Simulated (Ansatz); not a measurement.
Input and output of a self-consistent single point for MgGeAs2 (P1, 8 atoms in the cell) (Ansatz, a program for electronic structure).

Level of theory: LDA (PW92), default PAW files made with PBE (plane waves; Ansatz).

The change in words: atoms moved at random. Reference geometry:
```
CELL_PARAMETERS angstrom
     -2.97950     2.97950     5.55323
      2.97950    -2.97950     5.55323
      2.97950     2.97950    -5.55323
ATOMIC_POSITIONS crystal
  Mg 0.75000 0.25000 0.50000
  Mg 0.00000 0.00000 0.00000
  Ge 0.50000 0.50000 0.00000
  Ge 0.25000 0.75000 0.50000
  As 0.87500 0.39990 0.02490
  As 0.60010 0.62500 0.47510
  As 0.37500 0.85010 0.97510
  As 0.14990 0.12500 0.52490
```

Reference input (self-consistent single point, DFT, LDA (PW92), plane waves, default PAW files made with PBE): basis.ecutwfc = 420 eV; kpoints.mp_grid.grid = 3 3 3; hamiltonian.xc = lda; hamiltonian.pseudopotentials = {kind: paw} (the program's default PAW files); scf.occupations.method = fermi_dirac; scf.occupations.width = 0.05 eV. This run's input differs from it in these lines:

Ansatz 0.2 input:
```diff
@@ -6,10 +6,10 @@
   atoms:
-    - { symbol: Mg, position_ang: [0.000000, 2.979500, 2.776615] }
-    - { symbol: Mg, position_ang: [0.000000, 0.000000, 0.000000] }
-    - { symbol: Ge, position_ang: [0.000000, 0.000000, 5.553230] }
-    - { symbol: Ge, position_ang: [2.979500, 0.000000, 2.776615] }
-    - { symbol: As, position_ang: [-1.341371, 1.489750, 6.941537] }
-    - { symbol: As, position_ang: [1.489750, 1.341371, 4.164922] }
-    - { symbol: As, position_ang: [4.320871, 1.489750, 1.388308] }
-    - { symbol: As, position_ang: [1.489750, 1.638129, -1.388308] }
+    - { symbol: Mg, position_ang: [0.028213, 2.971321, 2.737959] }
+    - { symbol: Mg, position_ang: [0.006787, -0.015273, 0.046825] }
+    - { symbol: Ge, position_ang: [-0.010631, -0.011900, 5.540335] }
+    - { symbol: Ge, position_ang: [3.025703, 0.011486, 2.820302] }
+    - { symbol: As, position_ang: [-1.392058, 1.476277, 6.911450] }
+    - { symbol: As, position_ang: [1.479867, 1.383832, 4.140194] }
+    - { symbol: As, position_ang: [4.328165, 1.509874, 1.381466] }
+    - { symbol: As, position_ang: [1.472457, 1.612881, -1.365617] }
 basis:
```

Output, abridged:

```
SCF iter   1: F=—  HF=-31331.138226 eV  |F-HF|=—  |Δ(HF+E_count)|=         —  Δρ=5.22e-3  dr2=2.89e-2  ethr=1.77e-3  ⟨swp⟩=6.0  Hψ=3109  notcnv=0
all-band conjugate gradients solve this SCF's bands
preconditioner: auto → Resta (q_TF=auto, 2.468 Å⁻¹)
SCF iter   2: F=—  HF=-31331.124853 eV  |F-HF|=—  |Δ(HF+E_count)|=   1.34e-2  Δρ=2.42e-3  dr2=6.56e-3  ethr=2.68e-5  ⟨swp⟩=2.0  Hψ=1891  notcnv=0  defer=49
   [... lines left out ...]
SCF iter   5: F=—  HF=-31331.123509 eV  |F-HF|=—  |Δ(HF+E_count)|=   1.15e-6  Δρ=4.81e-5  dr2=5.67e-6  ethr=3.67e-8  ⟨swp⟩=2.0  Hψ=1492  notcnv=0  defer=49
SCF iter   6: F=—  HF=-31331.123510 eV  |F-HF|=—  |Δ(HF+E_count)|=   1.36e-6  Δρ=1.18e-5  dr2=3.47e-7  ethr=5.25e-9  ⟨swp⟩=2.0  Hψ=1215  notcnv=0  defer=49
SCF iter   7: F=—  HF=-31331.123510 eV  |F-HF|=—  |Δ(HF+E_count)|=   1.07e-7  Δρ=5.07e-6  dr2=6.95e-8  ethr=9.26e-11  ⟨swp⟩=9.9  Hψ=3863  notcnv=0
SCF iter   8: F=-31331.123510 eV  HF=-31331.123510 eV  |F-HF|=1.08e-9  |Δ(HF+E_count)|=   4.19e-8  Δρ=1.59e-6  dr2=7.62e-9  ethr=6.44e-11  ⟨swp⟩=4.0  Hψ=3121  notcnv=0
SCF 1 converged in 8 iterations: F = -31331.123510 eV  dr2 = 7.62e-9
Free energy (F): -31331.123510 eV
Internal energy: -31331.123211 eV  (E = F + TS)
E sigma→0 (E₀):  -31331.123361 eV
Entropy (-TS):   -0.000299 eV (-0.037 meV/atom)
Fermi energy:    6.815955 eV
--- Forces (eV/Å), atoms counted from 1 ---
  atom   1  Mg    -0.27503749     0.11000536     0.12611078
  atom   2  Mg    -0.23563656     0.12349631    -0.21169169
  atom   3  Ge     0.01745891     0.27165889    -0.04532600
  atom   4  Ge    -0.58115882    -0.07851669    -0.46161797
  atom   5  As     0.84512158     0.21678142     0.35878478
  atom   6  As     0.08060123    -0.40643531     0.25499497
  atom   7  As    -0.08467228    -0.13477526     0.07095205
  atom   8  As     0.23332448    -0.10221549    -0.09220658
--- Stress (GPa, compression-positive) ---
       -1.927749      -0.524738       0.281868
       -0.524738      -1.886583      -0.627808
        0.281868      -0.627808      -1.760020
  P = ⅓ Tr σ = -1.8581 GPa (-18.581 kbar)
  The stress holds the Pulay correction. Without it, at fixed plane waves, as pw.x and ABINIT print it: P = -1.8805 GPa
```

The run converged in 8 iterations. Against the reference run the free energy rises by 10.8 meV/atom, the pressure hardly changes (-1.80 to -1.86 GPa), the largest force goes from 0.030 to 0.943 eV/Å and the gap on the mesh goes from 0.565 to 0.501 eV.

The starting cell comes from a database of computed structures (which also holds hypothetical and non-ambient phases and stackings), without a prior relaxation at this level. For this run, on top of that: atoms moved at random. Ansatz's pressure includes its estimate of the finite-basis (Pulay) stress.
